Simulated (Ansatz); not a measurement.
BBi (model structure, started from the 4H type, P6₃mc, No. 186, 8 atoms in the cell) was calculated with PBEsol (Ansatz, a first-principles code, PAW).

Numerical settings: plane-wave cutoff 500 eV, 12×12×4 k mesh (along the axes of the cell as run), Fermi–Dirac smearing 0.05 eV, scalar-relativistic PAW data made under PBE.

Cell (relaxed at this level):

BiB has the hexagonal space group P6₃mc (No. 186), Pearson symbol hP8. Lattice parameters: a = 3.8489 Å, b = 3.8489 Å, c = 12.6274 Å, α = 90.00°, β = 90.00°, γ = 120.00°. B1 on 2a sees 4 Bi at 2.355–2.359 Å (tetrahedral). B2 on 2b is surrounded by 4 Bi at 2.357–2.379 Å (tetrahedral). Bi1 on 2a is surrounded by 4 B at 2.355–2.357 Å (tetrahedral). Bi2 on 2b is surrounded by 4 B at 2.359–2.379 Å (tetrahedral). (Neighbours: up to the widest gap in distance over summed covalent radii, below 1.35, at either atom; cation-cation and far metal-metal contacts left out.)

Estimate the band gap that the calculation returns.


- band gap: 0.30 eV (on the SCF k mesh)

Note: the relaxation could raise the start's symmetry but not lower it, so the cell can be a saddle point.

Spin–orbit coupling is not included; with these elements it can move the gap by several tenths of an eV or more.

Computed values are for the static lattice.

It cost about 6 core-minutes (a rough figure) of CPU time.

A model structure was made by putting elements into a prototype or built by hand; it is no filed structure, need not be a known phase, and can be a saddle point held by its symmetry.
